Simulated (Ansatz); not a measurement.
Take Cr in the bcc (W type) structure (space group Im-3m, No. 229; a = 2.830 Å; not spin-polarised; relaxed with 0.1 eV smearing) as the base. Axes: x, y, z lie along the cube axes.

All numbers come from Kohn–Sham DFT with the r2SCAN functional, run in Ansatz (a quantum-chemistry and plane-wave program) with PAW and 500 eV plane waves, scalar-relativistic without spin-orbit coupling.

Before the change:

| Item | Value |
|---|---|
| Shortest interatomic distance | 4.631 bohr |
| Band gap | zero |

Modification: the cell is stretched by 1.85 % along y with no lateral relaxation, atoms relaxed at fixed cell.

Task: How does this affect the shortest interatomic distance, energy relative to the base, stress and band gap?

Result: The shortest interatomic distance goes up by 0.029 bohr (4.631 bohr → 4.660 bohr); the energy goes up by 6.2 meV/atom; the stress (xx, yy, zz, yz, xz, xy; compression positive) is (-2.6, -9.3, -2.6, 0.0, 0.0, 0.0) GPa; the band gap is still zero.

The cells carry an imposed strain or load. No phonon test of stability was made. Starting moments died away, wholly or in part, for the base; another magnetic solution may exist. The final runs are not spin-polarised. Real Cr is antiferromagnetic at low temperature and ambient pressure, an order that this cell doesn't hold.
